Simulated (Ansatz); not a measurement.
Reference: SrPt2 (Fd-3m), PBEsol, DFPT electron-phonon coupling, linearised Boltzmann equation (plane waves, PAW, scalar-relativistic; Ansatz, a first-principles code); geometry: relaxed with this functional, without spin-orbit coupling.

```
Pt2Sr
1.0
    0.00000     3.87700     3.87700
    3.87700     0.00000     3.87700
    3.87700     3.87700     0.00000
Sr Pt
2 4
Direct
  0.75000   0.75000   0.75000
  0.50000   0.50000   0.50000
  0.12500   0.62500   0.12500
  0.12500   0.12500   0.12500
  0.62500   0.12500   0.12500
  0.12500   0.12500   0.62500
```

| Item | Result |
|---|---|
| resistivity at 300 K | 26 μΩ·cm |

Q: Swap Pt for Pd, keeping the structure type. How do these values move?

A: SrPd2 (Fd-3m): volume per atom 19.4 to 19.6 Å³; resistivity at 300 K falls (26 μΩ·cm to 24 μΩ·cm).

Q: Swap Pt for Al, keeping the structure type. How do these values move?

A: SrAl₂ (Fd-3m): volume per atom 19.4 to 22.9 Å³; resistivity at 300 K falls (26 μΩ·cm to 18.0 μΩ·cm).

Moves up to 6 % count as about the same. Metals; harmonic phonons alone scatter; means over directions. Halving the electron mesh moves these values by up to 4 %; q meshes are mostly untested. Spin-orbit coupling is left out.

Formula and space group known from diffraction (Crystallography Open Database), not checked to be the room-temperature form: SrPd2 (Fd-3m). Computed structure with no diffraction record at hand here (it may be known, metastable or hypothetical): SrAl2 (Fd-3m), SrPt2 (Fd-3m). The missing spin-orbit coupling matters most for SrPt2 (Fd-3m).
